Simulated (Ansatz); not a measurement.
# A constructed model of the (111) surface of fcc Pd, a pseudomorphic layer of Zn in the other hollow (bottom of the slab: a bare face, its two planes held)

Level of theory: PBE (plane waves to 420 eV, PAW; Ansatz, a program for electronic structure).

Model: 7-atom slab, 13.6 Å thick at the start, 15x15x1 mesh, Fermi-Dirac 0.1 eV, dipole correction, 2 atoms held, the rest relaxed; held to the start's symmetry, so lower structures may exist; no spin, no spin-orbit, no U. In PBE it is, or lies within 0.01 eV a 1x1 cell of, the lowest of the 2 structures of its composition computed so far; larger cells were not tried.

```json
{
  "work_function_of_the_top_face": "4.36 eV",
  "energy_released_by_relaxation": "0.034 eV",
  "cost": "roughly 2.8 core-minutes"
}
```
